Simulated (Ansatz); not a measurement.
The starting structures come from a database of crystals and need not be the phases stable at ambient conditions.

The decay constant κ of evanescent states in the gap governs leakage through a thin film.

Consider the following.

```yaml
crystal:
  lattice:
    - [5.76053, 0.00000, 0.00000]
    - [0.00000, 8.14071, 0.00000]
    - [0.00000, 0.00000, 5.77701]
  atoms:
    - { symbol: Sr, position: [0.49478, 0.25000, 0.52440] }
    - { symbol: Sr, position: [0.50522, 0.75000, 0.47560] }
    - { symbol: Sr, position: [0.99478, 0.75000, 0.97560] }
    - { symbol: Sr, position: [0.00522, 0.25000, 0.02440] }
    - { symbol: Hf, position: [0.50000, 0.00000, 0.00000] }
    - { symbol: Hf, position: [0.00000, 0.00000, 0.50000] }
    - { symbol: Hf, position: [0.00000, 0.50000, 0.50000] }
    - { symbol: Hf, position: [0.50000, 0.50000, 0.00000] }
    - { symbol: O, position: [0.28069, 0.46524, 0.28071] }
    - { symbol: O, position: [0.71931, 0.53476, 0.71929] }
    - { symbol: O, position: [0.78069, 0.53476, 0.21929] }
    - { symbol: O, position: [0.21931, 0.46524, 0.78071] }
    - { symbol: O, position: [0.21931, 0.03476, 0.78071] }
    - { symbol: O, position: [0.78069, 0.96524, 0.21929] }
    - { symbol: O, position: [0.71931, 0.96524, 0.71929] }
    - { symbol: O, position: [0.28069, 0.03476, 0.28071] }
    - { symbol: O, position: [0.56634, 0.25000, 0.98661] }
    - { symbol: O, position: [0.43366, 0.75000, 0.01339] }
    - { symbol: O, position: [0.06634, 0.75000, 0.51339] }
    - { symbol: O, position: [0.93366, 0.25000, 0.48661] }
```

Space group of this cell: Pnma. The cell is taken as given.

Transport runs along the normal of the first two printed cell vectors.

No gap correction and no spin-orbit coupling; mid-gap values are interpolated between computed energies.

Question: Compute, with PBEsol (Ansatz, an electronic-structure program), the band gap and the smallest decay constant κ at mid-gap.

Answer: Gap 4.12 eV on a 6×4×6 mesh; κ = 0.301 1/Å, at the zone centre.
